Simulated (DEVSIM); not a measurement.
System: Schottky contact on n-type GaAs, at 250 K.

Layer 1 from the left is GaAs, thickness (μm) 7.60, Nd (cm⁻³) 1.5e16, τn (s) 4.2e-8, τp (s) 4.2e-8.

Left contact: Schottky, work function 4.73 eV, emission velocity 8.7e6 cm/s. Right contact: ohmic. Voltage is applied to the left contact. Recombination: SRH at mid-gap, radiative. Mobility is μmin + (μ − μmin)/(1 + (N/Nref)^α).

This is a model device: material constants are rounded textbook-type values typed into the input, and sizes, dopings and lifetimes were drawn at random. Values at 300 K; Nc and Nv go as T^1.5, mobilities as T to minus their exponent, the gap by Varshni's rule with the affinity fixed.

GaAs: gap (eV) 1.424, affinity (eV) 4.07, permittivity 12.9, Nc (cm⁻³) 4.7e17, Nv (cm⁻³) 9e18, μn (cm²/Vs) 8500, μp (cm²/Vs) 400, μn,min 500, μp,min 20, Nref,n 6e16, Nref,p 1.5e17, αn 0.39, αp 0.38, T exponent of μn 2.1, T exponent of μp 2.2, B (cm³/s) 2e-10, Varshni α (eV/K) 0.000541, Varshni β (K) 204.

Simulated with DEVSIM: 1D drift-diffusion, Boltzmann statistics, complete ionisation; no tunnelling, impact ionisation, image-force lowering or self-heating. Metal contacts follow the ideal Schottky-Mott rule: no Fermi-level pinning, no interface dipoles.

Dark forward current:

```
|V| (V)  |J| (A/cm²)
-------  -----------
0.05        2.216e-7
0.10        2.475e-6
0.15        2.539e-5
0.20       0.0002584
0.25        0.002626
0.30         0.02667
0.35          0.2704
0.40           2.726
0.45           26.34
0.50           194.7
0.55           733.3
0.60            1581
0.65            2584
```

Work out the local ideality factor n = ΔV / (kT/q · ln(J2/J1)) between the rows 0.10 and 0.15 V, 0.60 and 0.65 V.

kT/q = 21.54 mV. From 0.10 to 0.15 V: ln(2.539e-5/2.475e-6) = 2.328, n = 1.00, near the 1 of diffusion or emission over a barrier. From 0.60 to 0.65 V: ln(2584/1581) = 0.491, n = 4.72; the layers' resistance at their doping, Σ W/(qμN) = 3.9e-5 Ω cm², would take 39 mV of this step of 50 mV.

Estimate the current at 0.25 V for emission alone, J0 = q v N_band exp(−φB/kT), and read the barrier back from the simulated current.

φB = 0.660 eV, N_band = 3.58e17 cm⁻³, J0 = 2.46e-8 A/cm²; J = J0 (exp(qV/kT) − 1) = 0.00270 A/cm². The simulation gives 0.00263 A/cm²; the estimate lies 2.7 % above. Read backwards, the simulated current gives an apparent barrier of 0.661 eV. The estimate leaves out transport through the depletion region and minority injection.
